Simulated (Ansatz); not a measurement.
Levels about the gap of amorphous Si₂₀P₂O₄₅ (67 atoms in a cell of 1035 Å³, 2.15 g/cm³; zone centre alone, so wide bands show as single levels with stretches between that a denser mesh fills), at the geometry that PBE relaxed, where it gives -0.1 GPa on a denser mesh. The participation number counts the atoms over which a state spreads; weights are charges in smoothed Voronoi cells. The levels come from a single point, so bond lengths are those of that geometry. Method of the levels: PBE, scalar-relativistic without spin-orbit coupling (Ansatz, a program for electronic structure). Sampling: the zone centre alone; Fermi-Dirac width 0.02 eV; no spin polarisation. At PBE the levels at the filled edge of the gap are localised (band-tail or defect states), and the nearest spread-out levels lie 5.2 eV apart at the zone centre.

The cell was made by melting and quenching with the CHGNet potential and then relaxed with DFT. O atoms were pushed apart under 1.9 Å during the dynamics, to hinder bonds among them. The hot cell started wider than the set density and was brought back towards it in steps. It is the lowest in DFT energy of 2 quenches. It is a model cell: composition and starting density were chosen by hand, and all elements were melted together. No dispersion term was used. Its density started from a set value of 2.15 and ended at 2.15 g/cm³. The simulated quench (nominally 140 K/ps over its main leg) is rapid and tends to freeze in more defects than a deposited or slowly cooled glass has. Values belong to this one cell and scatter from quench to quench. The volume was held where the preparation left it, at a PBE pressure of -0.1 GPa (tension). Stress components on the final sampling reach 3.7 GPa.

| E - E(highest filled), eV | filling | participation number | largest on | weight O | weight Si | weight P |
|---|---|---|---|---|---|---|
| -0.80 | filled | 20.0 | O, 2 neighbours | 0.95 | 0.04 | 0.00 |
| -0.71 | filled | 11.7 | O, 1 neighbours | 0.95 | 0.04 | 0.01 |
| -0.63 | filled | 9.1 | O, 2 neighbours | 0.96 | 0.04 | 0.01 |
| -0.59 | filled | 10.8 | O, 1 neighbours | 0.96 | 0.03 | 0.01 |
| -0.49 | filled | 6.1 | O, 2 neighbours | 0.96 | 0.04 | 0.00 |
| -0.40 | filled | 6.0 | O, 2 neighbours | 0.95 | 0.05 | 0.00 |
| 0.00 | filled | 5.0 | O, 2 neighbours | 0.95 | 0.05 | 0.00 |
| 4.43 | empty | 56.1 | O, 2 neighbours | 0.70 | 0.25 | 0.05 |
| 5.67 | empty | 27.9 | P, 4 neighbours | 0.55 | 0.32 | 0.13 |
| 5.99 | empty | 35.7 | O, 2 neighbours | 0.63 | 0.28 | 0.09 |
| 6.11 | empty | 44.0 | P, 4 neighbours | 0.64 | 0.27 | 0.09 |
| 6.51 | empty | 46.7 | P, 4 neighbours | 0.67 | 0.29 | 0.05 |
| 6.64 | empty | 28.4 | P, 4 neighbours | 0.57 | 0.25 | 0.18 |
| 6.68 | empty | 33.9 | O, 2 neighbours | 0.69 | 0.23 | 0.08 |

Most localised among these is the filled level at +0.00 eV, on a O atom, which has 2 neighbours (Si 1.62 Å, Si 1.75 Å).
